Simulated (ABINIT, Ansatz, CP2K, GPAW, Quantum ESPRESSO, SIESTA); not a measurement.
# One structure in several programs: Al₃Sc (Pm-3m, 4 atoms in the cell)

Self-consistent single point.

```yaml
crystal:
  lattice:
    - [4.07827, 0.00000, 0.00000]
    - [0.00000, 4.07827, 0.00000]
    - [0.00000, 0.00000, 4.07827]
  atoms:
    - { symbol: Sc, position: [0.00000, 0.00000, 0.00000] }
    - { symbol: Al, position: [0.00000, 0.50000, 0.50000] }
    - { symbol: Al, position: [0.50000, 0.00000, 0.50000] }
    - { symbol: Al, position: [0.50000, 0.50000, 0.00000] }
```

All programs got the same cell, k-point mesh and kind of occupations (in Ansatz's words: kpoints.mp_grid.grid = 8 8 8; scf.occupations.method = gaussian; scf.occupations.width = 0.272 eV); potentials, basis and cutoffs are each program's usual ones.

| code | model | pressure (GPa) | k-points | cutoff |
|---|---|---|---|---|
| Quantum ESPRESSO | PBE, PseudoDojo standard norm-conserving (PBE) pseudopotentials | 1.71 | 35 | 80 Ry |
| SIESTA | GGA PBE, numerical atomic orbitals DZP, PseudoDojo PBE standard norm-conserving potentials (rewritten from UPF to PSML) | 1.08 | 296 | grid 400 Ry |
| ABINIT | PBE, norm-conserving pseudopotentials (PseudoDojo nc-sr-05 PBE standard) | 1.70 | 35 | 39 Ha |
| Ansatz | PBE, default PAW files | 1.84 | 35 | 420 eV |
| GPAW | PBE, GPAW PAW datasets PBE (gpaw-data 1.0.1) | 1.92 | 35 | 800 eV |
| CP2K | PBE, GPW, DZVP-MOLOPT-PBE-GTH basis, GTH-PBE potentials (POTENTIAL_UZH) | 1.83 | 260 | grid 600 Ry |

The spread over the programs that give each value: pressure within 0.84 GPa.

The starting cell has typed, rounded lattice constants, without a prior relaxation at this level. Its lattice was rescaled by a random factor within 2.5 % of one.

Why do the programs differ, and what cannot be compared?

Differences of this kind can come from the potentials, where these differ, and from what each basis and cutoff leave unconverged. The zero of total energies and Fermi levels follows the potentials and each program's conventions, so they are not compared here. SIESTA and CP2K use small atom-centred bases, whose incompleteness enters pressures, forces and empty levels differently from a plane-wave cutoff. Ansatz's pressure is given at a fixed set of plane waves, as the other plane-wave codes print theirs; with its correction for the finite basis it is 1.90 GPa. The programs reduce the same mesh by symmetry to different extents, which changes the work and not the result.

Left out of this page: Elk and FLEUR (not drawn, or without a comparable value).

Ansatz is a first-principles code.

Keys are those of Ansatz 0.2.
